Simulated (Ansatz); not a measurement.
We consider TePt (model structure, Pm-3m, No. 221, 2 atoms in the cell), described by r²SCAN (Ansatz, a quantum-chemistry and plane-wave program, PAW).

Run with plane-wave cutoff 560 eV, 16×16×16 k mesh, Fermi–Dirac smearing 0.05 eV, scalar-relativistic PAW data made under PBE.

Cell (relaxed at this level):

```yaml
crystal:
  lattice:
    - [3.42779, 0.00000, 0.00000]
    - [0.00000, 3.42779, 0.00000]
    - [0.00000, 0.00000, 3.42779]
  atoms:
    - { symbol: Pt, position: [0.00000, 0.00000, 0.00000] }
    - { symbol: Te, position: [0.50000, 0.50000, 0.50000] }
```

Problem. Give the computed bulk modulus B0.

Solution. 
- bulk modulus B0 = 133 GPa

The run finds no gap.

Note: the bulk modulus is −V dP/dV from two relaxed cells at ±2 % in volume; the relaxation could raise the start's symmetry but not lower it, so the cell can be a saddle point.

Spin–orbit coupling is not included; it can open a gap where bands touch, and shift volumes and moduli.

The result took around 2.2 core-minutes (rough).

A model structure was made by putting elements into a prototype or built by hand; it is no filed structure, need not be a known phase, and can be a saddle point held by its symmetry.
